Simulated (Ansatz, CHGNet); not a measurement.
# SnO (model structure, started from the h-BN type, P6₃/mmc, No. 194, 4 atoms in the cell): lattice constant a by level of theory

No measured value is used here.

| level (code) | value (Å) |
|---|---|
| CHGNet-r²SCAN | 3.720 |
| LDA (Ansatz) | [?] |
| PBE (Ansatz) | 4.172 |
| PBEsol (Ansatz) | 4.115 |
| PBE-D3(BJ) (Ansatz) | [?] |
| r²SCAN (Ansatz) | 4.127 |
| r²SCAN+rVV10 (Ansatz) | 4.110 |

What belongs in the gaps?


- LDA (Ansatz, a first-principles code), value (Å): 4.079
- PBE-D3(BJ) (Ansatz), value (Å): 4.141

CHGNet-r²SCAN: the cell has another shape than the first-principles one, perhaps another minimum in the same group. Cutoffs differ between the levels. Ansatz's density-functional and Hartree–Fock values are scalar-relativistic unless marked +SOC, with PAW data made under PBE.

Machine-learned potentials (CHGNet-r²SCAN) are trained on DFT data: a solid inside that data is no test of them.

A model structure was made by putting elements into a prototype or built by hand; it is no filed structure, need not be a known phase, and can be a saddle point held by its symmetry.
